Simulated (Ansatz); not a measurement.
A user runs Ansatz (a quantum-chemistry and plane-wave program) on CoAg2SnTe4 (I-4, 8 atoms in the cell) and asks whether the run is sound. The aim is a self-consistent single point with DFT, PBE, plane waves, default PAW files.

Cell that was meant: a = 7.8647 Å, b = 7.8647 Å, c = 7.8647 Å, α = 131.86°, β = 131.86°, γ = 70.44°.

Part of the input:

Ansatz 0.2 input:
```yaml
    - [3.20741900, 3.20741900, -6.42488500]
  atoms:
    - { symbol: Ag, position: [0.00000000, 0.00000000, 0.00000000] }
    - { symbol: Ag, position: [0.00000000, 3.20741900, 3.21244200] }
    - { symbol: Co, position: [3.20741900, 0.00000000, 3.21244200], spin: 3.0 }
    - { symbol: Sn, position: [0.00000000, 0.00000000, 6.42488500] }
    - { symbol: Te, position: [1.64219900, 1.64861300, 4.78011400] }
    - { symbol: Te, position: [1.56522000, 1.55880600, -1.64477100] }
    - { symbol: Te, position: [1.64861300, -1.64219900, 8.06965600] }
    - { symbol: Te, position: [1.55880600, 4.84961800, 1.64477100] }
kpoints:
  mp_grid: { grid: [3, 3, 3] }
hamiltonian:
```

The program printed (abridged):

```
WARN basis.ecutwfc = 420 eV, the default
WARN ansatz: RAYON_NUM_THREADS=1 ignored (pool sized by the plan → 1); use --threads N
   [... lines left out ...]
Symmetry: 1 space group operations
Space group: P1 (ITA 1), of the structure as read, at distance tolerance 6.4e-5 Å
Magnetic group: BNS 1.1 (UNI 1), of the structure as read, at distance tolerance 6.4e-5 Å
k-points: 14 of 27 (time reversal used)
Initial density: superposition of atomic densities (chi_scale 0.1, normalization cell)
Starting moments: Σ|m| = 3 μB on 1 of 8 sites
Initial wavefunctions: pseudopotential atomic-orbital guess
Eigensolver: davidson
Functional: x = pbe(κ = 0.804, μ = 0.2195149727645171), c = pbe(β = 0.06672455060314922)
SCF iter   1: F=—  HF=-54117.383179 eV  |F-HF|=—  |Δ(HF+E_count)|=         —  Δρ=7.08e-2 (↑4.59e-2 ↓7.08e-2)  dr2=1.40e1  dr2_m=5.32e0  M=1.475 μB ∫|m|=1.659 μB  β_m=0.30  ethr=3.10e-3  ⟨swp⟩=7.3  Hψ=9938  notcnv=0
Mixer restart at iter 1: flushing history
all-band conjugate gradients solve this SCF's bands
preconditioner: auto → none
   [... lines left out ...]
SCF iter  22: F=—  HF=-54127.271855 eV  |F-HF|=—  |Δ(HF+E_count)|=   6.49e-9  Δρ=6.29e-7 (↑6.29e-7 ↓5.68e-7)  dr2=2.65e-9  dr2_m=1.51e-10  M=-0.000 μB ∫|m|=0.000 μB  β_m=0.46  ethr=1.22e-11  ⟨swp⟩=2.0  Hψ=2801  notcnv=0  defer=186
SCF iter  23: F=-54127.271855 eV  HF=-54127.271855 eV  |F-HF|=5.38e-9  |Δ(HF+E_count)|=  5.97e-10  Δρ=7.72e-7 (↑7.72e-7 ↓7.27e-7)  dr2=6.22e-9  dr2_m=6.45e-11  M=-0.000 μB ∫|m|=0.000 μB  ethr=1.99e-12  ⟨swp⟩=11.3  Hψ=9390  notcnv=0
SCF 1 converged in 23 iterations: F = -54127.271855 eV  dr2 = 6.22e-9
WARN: the starting moments were not kept: the SCF closed with an absolute magnetisation of 5.5e-5 μB, where they sum to 3 μB in size (1 site) …
   [... lines left out ...]
Absolute magnetization: 0.0001 μB (∫|ρ↑−ρ↓|, with the PAW one-centre terms)
Free energy (F): -54127.271855 eV
Fermi energy:    8.383165 eV
   [... lines left out ...]
  atom   8  Te    45.98807029   -13.16631788     9.83345041
--- Stress (GPa, compression-positive) ---
      321.462041      -3.579622     -15.000357
       -3.579623     140.347330     -12.960331
      -15.000357     -12.960331      24.884009
  P = ⅓ Tr σ = 162.2311 GPa (1622.311 kbar)
  The stress holds the Pulay correction. Without it, at fixed plane waves, as pw.x and ABINIT print it: P = 161.3617 GPa
```

Can these results be used? Check the input.

The run is not sound. The fault is fractional and Cartesian coordinates mixed up. The same three numbers mean different points as fractional and as Cartesian coordinates. To fix it, make label and numbers agree, by changing either. The run converged in 23 iterations without an error; against the sound input the free energy goes up by 15.5 eV/atom, the pressure goes from -0.93 to 162.2 GPa, the largest force goes from 0.948 to 323.9 eV/Å and the size of the net moment goes from 0.34 to 0.00 μB/atom.

An input that runs soundly differs in these lines (not the only fix; some lines may just follow from the change or write a value another way):
```diff
-    - { symbol: Ag, position: [0.00000000, 3.20741900, 3.21244200] }
-    - { symbol: Co, position: [3.20741900, 0.00000000, 3.21244200], spin: 3.0 }
-    - { symbol: Sn, position: [0.00000000, 0.00000000, 6.42488500] }
-    - { symbol: Te, position: [1.64219900, 1.64861300, 4.78011400] }
-    - { symbol: Te, position: [1.56522000, 1.55880600, -1.64477100] }
-    - { symbol: Te, position: [1.64861300, -1.64219900, 8.06965600] }
-    - { symbol: Te, position: [1.55880600, 4.84961800, 1.64477100] }
+    - { symbol: Ag, position: [0.75000000, 0.25000000, 0.50000000] }
+    - { symbol: Co, position: [0.25000000, 0.75000000, 0.50000000], spin: 3.0 }
+    - { symbol: Sn, position: [0.50000000, 0.50000000, 0.00000000] }
+    - { symbol: Te, position: [0.62900000, 0.62800000, 0.51300000] }
+    - { symbol: Te, position: [0.11500000, 0.11600000, 0.48700000] }
+    - { symbol: Te, position: [0.37200000, 0.88500000, 0.00100000] }
+    - { symbol: Te, position: [0.88400000, 0.37100000, 0.99900000] }
```

With that input, the run converged in 16 iterations: free energy E − TS (on the zero of these files) -54251.4248 eV; Fermi level (on the code's own zero) 7.48 eV; pressure -0.93 GPa; largest force (vector length) 0.948 eV/Å; size of the cell's spin moment 2.75 μB (DFT, PBE, plane waves, default PAW files).

On the sound input: the starting cell was generated: these elements placed on a structure prototype, without a prior relaxation; it need not be a known phase or ordering of this composition. With one magnetic atom in the cell only a parallel order is possible. Ansatz's pressure includes its estimate of the finite-basis (Pulay) stress.
